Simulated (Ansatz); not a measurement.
**BaZrO3 under a change: uniaxial strain ε_zz = −1.20 %**

Base system: BaZrO₃ in the cubic perovskite structure (space group Pm-3m, No. 221; a = 4.181 Å). Axes: x, y, z lie along the cube axes.

Modification: uniaxial strain ε_zz = −1.20 %, all other strain components held at zero, atoms relaxed at fixed cell.

All numbers come from PBEsol (Ansatz, a quantum-chemistry and plane-wave program; PAW; 420 eV plane waves; spin-orbit coupling left out). Γ-centred 8×8×8 mesh, Fermi–Dirac width 0.05 eV.

The volume per atom drops by 0.175 Å³ (14.61 Å³ → 14.44 Å³) and the space group goes from Pm-3m (No. 221) to P4/mmm (No. 123). The shortest interatomic distance shrinks by 0.025 Å, from 2.090 Å to 2.065 Å and the energy increases by 2.2 meV/atom. The pressure (mean of the normal stresses, compression positive) rises by 20.62 kbar, from -0.1 kbar to 20.6 kbar and the band gap drops by 0.02 eV, from 3.17 eV to 3.15 eV (an upper bound: an edge found on the path is not a true extremum; the base alone). The stress (xx, yy, zz, yz, xz, xy; compression positive) amounts to (1.02, 1.02, 4.14, 0.00, 0.00, 0.00) GPa.

Final structure:

```yaml
crystal:
  lattice:
    - [4.18064, 0.00000, 0.00000]
    - [0.00000, 4.18064, 0.00000]
    - [0.00000, 0.00000, 4.13048]
  atoms:
    - { symbol: Ba, position: [0.00000, 0.00000, 0.00000] }
    - { symbol: Zr, position: [0.50000, 0.50000, 0.50000] }
    - { symbol: O, position: [0.50000, 0.00000, 0.50000] }
    - { symbol: O, position: [0.00000, 0.50000, 0.50000] }
    - { symbol: O, position: [0.50000, 0.50000, 0.00000] }
```

Stability against distortions was not tested.
